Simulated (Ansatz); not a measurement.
Functionals compared on the (100) surface of rock-salt TiN, W on all Ti sites of the second plane (bottom of the slab: a bare face, its two planes held), in Ansatz (plane waves, PAW). The structure was relaxed with PBE; the other rows are single points on it. Cutoff 420 eV (500 eV for r2SCAN).

Model: 12-atom slab, 10.6 Å thick at the start with caps and adatoms (thin: gaps and levels are the slab's own), 12x12x1 mesh, Fermi-Dirac 0.1 eV, dipole correction, 4 atoms held, the rest relaxed; held to the start's symmetry, so lower structures may exist; no spin, no spin-orbit, no U. In PBE it lies 0.25 eV a 1x1 cell over the lowest computed structure of the same composition (W on all Ti sites of the top plane). These notes are the PBE run's.

```csv
functional,work function of the top face (eV),rough cost of the single point
PBE,3.26,–
r2SCAN,3.20,roughly 50 core-seconds
```

Ansatz is a program for electronic structure.
